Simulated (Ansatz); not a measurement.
Here is the system:

```xyz
2
Lattice="4.5745 0.0000 0.0000 0.0000 6.4693 0.0000 2.2872 3.2347 2.2872" Properties=species:S:1:pos:R:3 pbc="T T T"
Te     0.0000     0.0000     0.0000
Pb     0.0000     3.2347     0.0000
```

Space group of this cell: Fm-3m, rock salt. The cell was relaxed by PBE-D3(BJ); by r2SCAN its mean pressure is 1.4 GPa.

Transport runs along the normal of the first two printed cell vectors, the (110) plane of the conventional cell.

No gap correction and no spin-orbit coupling; mid-gap values are interpolated between computed energies.

Compute, with r2SCAN run with Ansatz (a first-principles code), the band gap and the smallest decay constant κ at mid-gap.

Gap 1.02 eV on a 14×14×14 mesh; κ = 0.074 1/Å, at (0.500, 0.500) of the in-plane reciprocal vectors. At the zone centre, at the nearest computed energy, the slowest state has κ = 0.14 1/Å.
